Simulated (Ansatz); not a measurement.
## LiF (model structure, F-43m, No. 216): smallest direct gap on the k points sampled by level of theory

No measured value is used here.

```
level (code)           value (eV)  cell (Å³/atom)
---------------------  ----------  --------------
LDA (Ansatz)                 7.96            9.29
PBE (Ansatz)                 7.66           10.39
PBEsol (Ansatz)              7.68           10.01
PBE-D3(BJ) (Ansatz)          7.88            9.95
r²SCAN (Ansatz)              8.67            9.86
r²SCAN+rVV10 (Ansatz)        8.65            9.75
```

Computed values are for a static lattice.  Each level is taken at its own relaxed cell. Cutoffs differ between the levels. Ansatz's density-functional and Hartree–Fock values are scalar-relativistic unless marked +SOC, with PAW data made under PBE.

A model structure was made by putting elements into a prototype or built by hand; it is no filed structure, need not be a known phase, and can be a saddle point held by its symmetry.

Ansatz is a quantum-chemistry and plane-wave program.
